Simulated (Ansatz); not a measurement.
Consider the following.

```
CELL_PARAMETERS angstrom
      0.00000     3.17637     3.17637
      3.17637     0.00000     3.17637
      3.17637     3.17637     0.00000
ATOMIC_POSITIONS crystal
  Te 0.75000 0.75000 0.75000
  Hg 0.00000 0.00000 0.00000
```

No spin polarisation.

Calculations: Ansatz (an electronic-structure program), PBE, PAW, cutoff 420 eV, no spin-orbit coupling, earlier PAW set. Γ-centred 12×12×12 mesh, Fermi–Dirac width 0.05 eV.

Task: What is the computed space group?

Result: F-43m (No. 216).

Task: Predict the band gap.

Result: Zero.

Task: Predict the pressure.

Result: 6.7 GPa.

Spin-orbit coupling, missing from the scalar runs, can matter with Hg and Te. The cells carry an imposed strain or load. Whether these cells are dynamically stable was not tested. The final runs are not spin-polarised. The cell was made from HgTe in the zinc blende structure (space group F-43m, No. 216) by this change: isotropic strain −4.48 %. The zero or small gap of HgTe can change with the level of theory.
